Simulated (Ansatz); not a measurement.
Defect: interstitial N in rutile TiO2, charge state -1. All values below come from PBE, PAW (plane waves to 420 eV; Ansatz, a program for electronic structure).

Cell of 72 host sites held at the relaxed PBE lattice; one k-point at (0.250, 0.250, 0.250); Fermi-Dirac width 0.01 eV, spin-restricted; finite-size errors left in. No zero-point or tunnelling terms. The charge state is imposed; whether it is stable for some Fermi level was not computed. Sites that were not tried may lie lower.

Barriers: single points on a 2×2×2 k-point mesh shifted by half a step at the bands' geometries.

The step: a concerted move, in which O travels most. Atoms about the jump, Cartesian Å from the middle of the jump, before and after:

```
atom     x0     y0     z0     x1     y1     z1
----  -----  -----  -----  -----  -----  -----
O1     0.57   0.57  -0.01  -0.57  -0.57   0.01
N2    -0.39  -0.47   0.02   0.48   0.39   0.00
Ti3   -0.84   0.84  -1.47  -0.86   0.82  -1.47
Ti4    1.48  -1.41   0.02   1.40  -1.49  -0.01
O5     0.02  -0.01  -2.93   0.01  -0.02  -2.92
O6     2.36  -0.56  -1.49   2.40  -0.57  -1.52
O7     0.56  -2.39  -1.52   0.56  -2.36  -1.50
O8     0.47   2.46  -1.53   0.47   2.43  -1.52
O9    -2.43  -0.47  -1.52  -2.46  -0.46  -1.53
Ti10  -0.81   0.87   1.49  -0.84   0.83   1.49
O11   -1.79   1.82   0.01  -1.81   1.79   0.01
Ti12   1.46  -1.37  -2.96   1.38  -1.44  -2.99
```

### Question
Predict the transition state.

### Answer

```
atom      x      y      z
----  -----  -----  -----
O1     0.11  -0.08  -0.73
N2     0.15  -0.16   0.62
Ti3   -1.12   1.05  -1.60
Ti4    1.43  -1.43  -0.03
O5    -0.01   0.02  -3.05
O6     2.44  -0.57  -1.52
O7     0.58  -2.42  -1.51
O8     0.46   2.41  -1.50
O9    -2.40  -0.45  -1.50
Ti10  -1.01   1.06   1.52
O11   -1.79   1.80  -0.01
Ti12   1.39  -1.32  -3.02
```
It lies 0.91 eV above the start and 0.91 eV above the end. The saddle point's order was not checked.
